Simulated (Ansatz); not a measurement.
AlN (P6_3mc): band-edge transport data

Input:

```xyz
4
Lattice="3.1136 0.0000 0.0000 -1.5568 2.6964 0.0000 0.0000 0.0000 4.9833" Properties=species:S:1:pos:R:3 pbc="T T T"
Al     1.5568     0.8988     2.4867
Al     0.0000     1.7976     4.9783
N      1.5568     0.8988     4.3902
N      0.0000     1.7976     1.8986
```

Method: HSE06, rigid bands (plane waves, PAW, scalar-relativistic; Ansatz, an electronic-structure program). Cell: cell and atoms relaxed with PBEsol.

```yaml
band_gap: 5.54 eV
electron conductivity mass (300 K, dilute): 0.31 (x), 0.31 (y), 0.30 (z) mₑ
hole conductivity mass (300 K, dilute): 3.4 (x), 3.4 (y), 0.38 (z) mₑ
effective density of states N_c (300 K): 4.2e18 cm⁻³
effective density of states N_v (300 K): 5.3e19 cm⁻³
density_of_states_mass_electrons: 0.30 mₑ
density_of_states_mass_holes: 1.65 mₑ
Seebeck coefficient, n-type 1e19 cm⁻³, 300 K: -157 μV/K
Seebeck coefficient, p-type 1e19 cm⁻³, 300 K: 363 μV/K
best p-type power factor at 300 K for τ = 10 fs (best axis; densities from 1e16 to 1e21 cm⁻³ tried, whether or not they can be reached): 15.9 μW/(cm·K²) at 1e20 cm⁻³
```

Rigid bands; masses and Seebeck coefficients take one relaxation time τ for all states and one kind of carrier; polarons and phonon drag are left out. Spin-orbit coupling is left out; where it splits the top of the valence band, N_v and the p-type Seebeck coefficient come out somewhat high without it. Geometry: cell and atoms relaxed with PBEsol.
